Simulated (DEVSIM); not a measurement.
Structure: abrupt Si p-n junction, at 300 K.

Layer 1 from the left is Si, thickness (μm) 1.40, Na (cm⁻³) 9.4e15, τn (s) 4.2e-6, τp (s) 4.2e-6. Layer 2 from the left is Si, thickness (μm) 12.0, Nd (cm⁻³) 1.8e16, τn (s) 4.2e-6, τp (s) 4.2e-6.

Left contact: ohmic. Right contact: ohmic. Voltage is applied to the left contact. Recombination: SRH at mid-gap. Mobility is constant in doping.

This is a model device: material constants are rounded textbook-type values typed into the input, and sizes, dopings and lifetimes were drawn at random. Values at 300 K.

Si: gap (eV) 1.124, affinity (eV) 4.05, permittivity 11.7, Nc (cm⁻³) 2.86e19, Nv (cm⁻³) 3.1e19, μn (cm²/Vs) 1417, μp (cm²/Vs) 470.

Question: Estimate by hand the built-in potential, the peak field at zero bias, the capacitance at -6 V, and compare with a numerical solution.

Answer: 
- Built-in potential: ni = √(Nc Nv) exp(−Eg/2kT) = 1.08e10 cm⁻³ with Eg = 1.124 eV; Vbi = kT/q ln(Na Nd/ni²) = 0.724 V; numerical 0.724 V.
- Peak field at zero bias: depletion approximation: W = √(2εVbi/(qN)) = 0.389 μm with N = 6.18e15 cm⁻³; field = 2Vbi/W = 37200 V/cm; numerical 35800 V/cm (estimate above by 3.8 %).
- Capacitance at -6 V: C = √(qεN / 2(Vbi + |V|)) = 8.73 nF/cm²; numerical 8.76 nF/cm².

Model (solved in DEVSIM): 1D drift-diffusion, Boltzmann statistics, complete ionisation; no tunnelling, impact ionisation, image-force lowering or self-heating.
